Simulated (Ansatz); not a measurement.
The parent structure is BN in the zinc blende structure (space group F-43m, No. 216; a = 3.6097 Å).

One thing is altered: full substitution N → F; the structure is relaxed again.

Levels (all Ansatz, an electronic-structure program, PAW): r2SCAN (500 eV, no SOC); HSE06 (420 eV, without spin-orbit coupling).

The geometry is relaxed with r2SCAN.

| Property | Value |
|---|---|
| r2SCAN lowest conduction level above the VBM at special points | X 1.54 eV; U 2.43 eV; K 2.43 eV; Γ 4.34 eV |

With HSE06 at the same geometry, the lowest conduction level above the VBM at special points changes from X 1.54 eV; U 2.43 eV; K 2.43 eV; Γ 4.34 eV to X 2.48 eV; U 3.39 eV; K 3.39 eV; Γ 5.41 eV.

Single points use the geometry relaxed with r2SCAN. HSE06 was sampled on its mesh, a few special points and the semilocal edge points, so its gap is an upper bound. The levels and masses belong to the bands next to the band gap. Stability against distortions was not tested. As relaxed here, BF is a hypothetical phase, not in the database extracts checked.
